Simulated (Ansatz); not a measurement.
The parent structure is Cs2AgBiBr6 (space group Fm-3m, No. 225; a = 10.996 Å). Axes: x, y, z lie along the cube axes.

The values are results of Ansatz (a first-principles code) LDA, spin-orbit coupling left out, not measurements.

Before the change:

| Quantity | Result |
|---|---|
| Electron mass | 0.36 mₑ along k, 0.24 mₑ across (at L) |
| Band gap | 0.94 eV |

One thing is altered: biaxial strain −1.88 %, plane normal [111], relaxed out of plane (Cartesian); in-plane vectors clamped, the third vector and the atoms free.

Task: How does this affect the electron mass?

Result: The electron mass changes from 0.36 mₑ along k, 0.24 mₑ across (at L) to 0.37 mₑ along k, 0.24 mₑ across (at L).

Task: How does this affect the out-of-plane strain?

Result: The out-of-plane strain amounts to +2.47 %.

Task: Estimate the effect on the band gap.

Result: The band gap shrinks by 0.04 eV, from 0.94 eV to 0.90 eV.

Task: Predict the new energy relative to the base.

Result: The energy goes up by 2.7 meV/atom.

Spin-orbit coupling, missing from the scalar runs, can matter with Bi. Effective masses come from finite differences of ±0.01 Å⁻¹. Along k means along the line from Γ to the band edge. Whether these cells are dynamically stable was not tested.
